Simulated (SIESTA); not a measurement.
```xyz
2
Lattice="0.0000 2.0700 2.0700 2.0700 0.0000 2.0700 2.0700 2.0700 0.0000" Properties=species:S:1:pos:R:3 pbc="T T T"
V      0.0000     0.0000     0.0000
N      2.0700     2.0700     2.0700
```

Method of the run: GGA PBE, numerical atomic orbitals TZP, PseudoDojo PBE standard norm-conserving potentials (rewritten from UPF to PSML) (SIESTA).

The set-up and first iterations of a SIESTA log for VN (Fm-3m, 2 atoms in the cell):

```
reinit: Reading from file input.fdf

reinit: System Name: VN
reinit: System Label: siesta

coor:   Atomic-coordinates input format  =     Fractional

siesta: Atomic coordinates (Bohr) and species
siesta:      0.00000   0.00000   0.00000  1        1
siesta:      3.91173   3.91173   3.91173  2        2

siesta: System type = bulk

initatomlists: Number of atoms, orbitals, and projectors:      2    42    26

siesta: ******************** Simulation parameters ****************************
redata: Spin configuration                          = none
redata: Time-Reversal Symmetry                      = T
redata: Number of Atomic Species                    =        2
redata: Mesh Cutoff                                 =   350.0000 Ry
redata: Net charge of the system                    =     0.0000 |e|
redata: Min. number of SCF Iter                     =        0
redata: Max. number of SCF Iter                     =      150
   [... lines left out ...]
diag: Parallel block-size                           = 43
diag: Parallel distribution                         =     1 x     1
diag: Used triangular part                          = Lower
diag: Absolute tolerance                            =  0.100E-15
diag: Orthogonalization factor                      =  0.100E-05
diag: Memory factor                                 =  1.0000

                        Single-point calculation

outcell: Unit cell vectors (Ang):
        0.000000    2.070000    2.070000
        2.070000    0.000000    2.070000
        2.070000    2.070000    0.000000

outcell: Cell vector modules (Ang)   :    2.927422    2.927422    2.927422
outcell: Cell angles (23,13,12) (deg):     60.0000     60.0000     60.0000
outcell: Cell volume (Ang**3)        :     17.7395
Gamma-point calculation with interaction between periodic images
Gamma-point calculation with interaction between periodic images
Some features might not work optimally:
Some features might not work optimally:
e.g. DM initialization from atomic data
e.g. DM initialization from atomic data
new_DM -- step:     1
Initializing Density Matrix...

Attempting to read DM from file... Failed...
DM filled with atomic data:

InitMesh: MESH = 30 x 30 x 30 = 27000
InitMesh: Mesh cutoff (required, used) =   350.000   435.377 Ry

stepf: Methfessel-Paxton step function
       Using Hermite-Gauss polynomials of order  0
        iscf     Eharris(eV)        E_KS(eV)     FreeEng(eV)     dDmax    Ef(eV) dHmax(eV)
   scf:    1    -2190.846577    -2257.116359    -2257.270614  3.624520 -6.590957 14.718432
   scf:    2    -1830.297712    -2150.244393    -2150.357231  4.481235 -7.411644 42.798460
   scf:    3    -2306.438059    -2243.621469    -2243.776239  2.170087 -6.516418 18.320830
   scf:    4    -2185.081252    -2257.304405    -2257.458660  2.789032 -6.383074 14.183736
   scf:    5    -2258.435691    -2257.873601    -2258.027858  0.469251 -6.372751 13.453164
```

Task: Will this run converge, and how will it end?

Result: The run ended unconverged after 150 iterations. It gives no final result for the task that was set. The log goes on:

```
   [... 141 lines left out ...]
   scf:  147    -2272.468571    -2272.468563    -2272.772926  0.002336 -6.621135  0.003698
   scf:  148    -2272.467962    -2272.468332    -2272.772814  0.006483 -6.621124  0.035523
   scf:  149    -2272.468638    -2272.468573    -2272.772920  0.006092 -6.621137  0.009005
   scf:  150    -2272.468505    -2272.468547    -2272.772925  0.005612 -6.621134  0.003026
SCF_NOT_CONV: SCF did not converge in maximum number of steps (required).
SCF_NOT_CONV: SCF did not converge in maximum number of steps (required).
Geom step, scf iteration, dDmax, dHmax:    0   150      0.005612     0.000222
Geom step, scf iteration, dDmax, dHmax:    0   150      0.005612     0.000222

ABNORMAL_TERMINATION
ABNORMAL_TERMINATION
Stopping Program from Node:    0
Stopping Program from Node:    0
```

The starting cell has typed, rounded lattice constants, without a prior relaxation at this level. Values carry the incompleteness of an atom-centred basis.

The run was DFT, GGA PBE, numerical atomic orbitals TZP, PseudoDojo PBE standard norm-conserving potentials (rewritten from UPF to PSML). Main settings of its input:

- XC.functional: GGA
- XC.authors: PBE
- potentials: PseudoDojo PBE standard
- PAO.BasisSize: TZP
- PAO.EnergyShift: 0.005 Ry
- MeshCutoff: 350 Ry
- kgrid.MonkhorstPack: 1 1 1
- OccupationFunction: MP
- OccupationMPOrder: 0
- ElectronicTemperature: 1160.45 K
- MaxSCFIterations: 150
- SCF.Mixer.Method: Broyden
